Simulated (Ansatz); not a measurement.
The parent structure is ZrN in the rock salt structure (space group Fm-3m, No. 225).

```yaml
crystal:
  lattice:
    - [0.00000, 2.27612, 2.27612]
    - [2.27612, 0.00000, 2.27612]
    - [2.27612, 2.27612, 0.00000]
  atoms:
    - { symbol: N, position: [0.00000, 0.00000, 0.00000] }
    - { symbol: Zr, position: [0.50000, 0.50000, 0.50000] }
```

Cartesian axes are those of the cell as printed.

Computed with PBEsol in Ansatz (plane waves to 420 eV, PAW, no SOC).

Base values:

| Quantity | Value |
|---|---|
| Pressure | 0.0 GPa |
| Shortest interatomic distance | 2.276 Å |

It is then changed as follows: the symmetric strain tensor [0.0008 0.0016 0.0087; 0.0016 0.0104 0.0106; 0.0087 0.0106 -0.0033], atoms relaxed at fixed cell.

Q: Estimate the effect on the energy relative to the base, pressure and shortest interatomic distance.

A: The energy rises by 5.7 meV/atom; the pressure (mean of the normal stresses, compression positive) goes from zero to -1.9 GPa; the shortest interatomic distance falls by 0.007 Å (2.276 Å → 2.269 Å).

Without a gap, meshes like the base's 18×18×18 leave anisotropic stresses uncertain by several tenths of a GPa, and small strain energies with them. No phonon test of stability was made. All final runs are without spin polarisation. An odd electron count without spin: ZrN.

Ansatz is a program for electronic structure.
